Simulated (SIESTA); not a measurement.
Short convergence ladders for a (001) slab of La2O3 (cut from a parent of space group no. 164; 5 atoms in the cell)

```
La2O3
1.0
    3.95970     0.00000     0.00000
   -1.97985     3.42920     0.00000
    0.00000     0.00000    18.34939
La O
2 3
Direct
  0.33333   0.66667   0.58293
  0.66667   0.33333   0.41707
  0.00000   0.00000   0.50000
  0.33333   0.66667   0.38148
  0.66667   0.33333   0.61852
```

Base method: GGA PBE, numerical atomic orbitals TZP, PseudoDojo PBE standard norm-conserving potentials (rewritten from UPF to PSML) (SIESTA 5.4.2).

Base settings: XC.functional = GGA; XC.authors = PBE; potentials = PseudoDojo PBE standard; PAO.BasisSize = TZP; PAO.EnergyShift = 0.005 Ry; MeshCutoff = 300 Ry; kgrid.MonkhorstPack = 3 3 1; OccupationFunction = FD; ElectronicTemperature = 0.05 eV; MaxSCFIterations = 150.

Core times come from one kind of shared machine, to one figure; runs under 30 s give none.

**The vacuum**

The mesh stays at the base's, so the ladder's end is converged at best in this setting alone.

Only quantities that move along the ladder and can be compared are tabulated; forces are left out, as grid noise moves with the cell; the gap is left out on so coarse a mesh.

```tsv
vacuum between outermost atoms (Å)	free energy less the last step's (meV/atom)
3.0	-61.50
4.0	-20.38
5.0	-5.97
6.0	-1.50
7.0	-0.60
8.0	-0.18
10.0	0.02
12.0	-0.09
14.0	0.01
17.0	-0.11
20.0	-0.02
25.0	-0.05
30.0	0.00
```

Smallest vacuum between outermost atoms (Å) that holds the free energy within 2 meV/atom of the last step, with all finer ones: 6.0; the step before is off by 6.0 meV/atom.

**The k-point mesh**

Only quantities that move along the ladder and can be compared are tabulated.

| kgrid.MonkhorstPack | free energy less the last step's (meV/atom) | largest difference of a force vector from the last step's (eV/Å) | gap on the mesh (eV) |
|---|---|---|---|
| 2 2 1 | 75.42 | 0.122 | 3.695 |
| 3 3 1 | -4.32 | 0.044 | 3.683 |
| 4 4 1 | 2.90 | 0.002 | 3.622 |
| 5 5 1 | -0.16 | 0.001 | 3.660 |
| 6 6 1 | 0.34 | 0.001 | 3.656 |
| 7 7 1 | -0.06 | 0.000 | 3.631 |
| 8 8 1 | 0.05 | 0.000 | 3.624 |
| 10 10 1 | 0.01 | 0.000 | 3.634 |
| 11 11 1 | 0.00 | 0.000 | 3.625 |
| 13 13 1 | 0.00 | 0.000 | 3.632 |
| 15 15 1 | 0.00 | 0.000 | 3.624 |
| 18 18 1 | 0.00 | 0.000 | 3.627 |

Coarsest kgrid.MonkhorstPack that holds the forces within 0.02 eV/Å of the last step, with all finer ones: 4 4 1; the step before is off by 0.044 eV/Å.

Coarsest kgrid.MonkhorstPack that holds the free energy within 5 meV/atom of the last step, with all finer ones: 3 3 1; the step before is off by 75 meV/atom.

The gap on the mesh jumps up and down from mesh to mesh; it is no smooth measure of convergence.

**The cutoff of the real-space grid**

The mesh stays at the base's, so the ladder's end is converged at best in this setting alone.

Only quantities that move along the ladder and can be compared are tabulated; the gap is left out on so coarse a mesh.

```tsv
MeshCutoff	free energy less the last step's (meV/atom)	largest difference of a force vector from the last step's (eV/Å)	core time / last (rough)
150 Ry (170 Ry used)	3.66	0.018	–
180 Ry (185 Ry used)	3.21	0.030	0.3
210 Ry (210 Ry used)	3.10	0.006	0.4
255 Ry (266 Ry used)	1.59	0.003	0.3
300 Ry (303 Ry used)	1.40	0.004	0.3
360 Ry (376 Ry used)	0.85	0.000	0.5
450 Ry (473 Ry used)	0.26	0.000	1.0
600 Ry (681 Ry used)	0.00	0.000	1
```

Coarsest MeshCutoff that holds the forces within 0.01 eV/Å of the last step, with all finer ones: 210 Ry (210 Ry used), at about 0.4 of the last step's time; the step before is off by 0.030 eV/Å.

State of the free energy at the end of the ladder: still drifting one way, by 0.85 meV/atom over the last two steps, so the last step is no safe reference.

Two neighbours can agree and both be off: 150 Ry and 180 Ry differ by 0.45 meV/atom in the free energy, yet lie about 3.2 meV/atom from the last step.

On the base run: the starting cell has typed, rounded lattice constants, without a prior relaxation at this level. The slab is cut from that crystal, and its faces are unrelaxed. Its lattice was rescaled by up to half a per cent. Spin polarisation is off, though cut faces can carry moments; a gap of a slab can lie between surface states. Values carry the incompleteness of an atom-centred basis. Another mesh or the band path of this cell gives a smaller gap, so this value is not converged in the mesh.
